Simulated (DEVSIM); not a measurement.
**abrupt Si p-n junction**

System: abrupt Si p-n junction, at 300 K.

```
layer (left to right)  material  thickness (μm)  Nd (cm⁻³)  Na (cm⁻³)  τn (s)  τp (s)
---------------------  --------  --------------  ---------  ---------  ------  ------
1                            Si            1.70          -     3.8e15  3.8e-6  3.8e-6
2                            Si           0.510     4.2e15          -  3.8e-6  3.8e-6
```

Left contact: ohmic. Right contact: ohmic. Voltage is applied to the left contact. Recombination: SRH at mid-gap, radiative. Mobility is constant in doping.

Constants are typed, rounded textbook-type inputs, not results; the design itself was drawn at random and stands for no fabricated device. Values at 300 K.

| parameter | Si |
|---|---|
| gap (eV) | 1.124 |
| affinity (eV) | 4.05 |
| permittivity | 11.7 |
| Nc (cm⁻³) | 2.86e19 |
| Nv (cm⁻³) | 3.1e19 |
| μn (cm²/Vs) | 1417 |
| μp (cm²/Vs) | 470 |
| B (cm³/s) | 4.7e-15 |

DEVSIM, 1D drift-diffusion, Boltzmann statistics, complete ionisation; no tunnelling, impact ionisation, image-force lowering or self-heating.

The potential step across the device at zero bias comes out as 0.663 V and the largest field in the device at zero bias is 19000 V/cm. The dark forward voltage at 1 A/cm² is 0.512 V and the dark forward voltage at 100 A/cm² is 0.658 V.

Dark forward current:

```tsv
V (V)	J (A/cm²)
0.05	2.4e-8
0.10	1.7e-7
0.20	7.6e-6
0.25	5.0e-5
0.35	0.0022
0.40	0.015
0.45	0.097
0.55	4.0
0.60	22
0.65	85
0.75	470
0.80	820
0.90	1800
0.95	2400
```
